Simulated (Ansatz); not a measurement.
An ideal cubic perovskite cell is held by its symmetry; such compounds can tilt or shift off centre at room temperature. The starting structures come from a database of crystals and need not be the phases stable at ambient conditions.

 Where the default PAW files enter, the runs use the earlier of Ansatz's two default sets.

## Evanescent states of Li₃BrO (Pm-3m, anti-perovskite, not sure to be the ambient phase, 5 atoms a cell, 12.3 Å³ an atom) along the normal of (111)

The numbers are results of PBEsol (plane waves, PAW; Ansatz, a program for electronic structure), not measurements.

The gap is the functional's own. No spin-orbit coupling. Mid-gap values are interpolated on the energy grid.

Energies count from the valence-band top; κ is the least over a 6×6 mesh across the current.

```tsv
E (eV)	κ (1/Å)	where
0.10	0.127	off Γ
0.30	0.202	off Γ
0.50	0.243	off Γ
0.70	0.270	off Γ
0.90	0.289	off Γ
1.10	___	off Γ
1.30	___	off Γ
1.50	___	off Γ
1.70	___	off Γ
1.90	___	off Γ
2.10	___	off Γ
2.30	___	off Γ
2.50	___	off Γ
2.70	___	off Γ
2.90	___	off Γ
3.10	___	off Γ
3.30	___	off Γ
3.50	0.254	off Γ
3.70	0.227	off Γ
3.90	0.192	off Γ
4.10	0.142	off Γ
4.30	0.028	off Γ
```

Question: Fill in the missing entries.

Answer: 
- 1.10, κ (1/Å): 0.303
- 1.30, κ (1/Å): 0.313
- 1.50, κ (1/Å): 0.320
- 1.70, κ (1/Å): 0.324
- 1.90, κ (1/Å): 0.326
- 2.10, κ (1/Å): 0.326
- 2.30, κ (1/Å): 0.323
- 2.50, κ (1/Å): 0.319
- 2.70, κ (1/Å): 0.312
- 2.90, κ (1/Å): 0.302
- 3.10, κ (1/Å): 0.290
- 3.30, κ (1/Å): 0.274
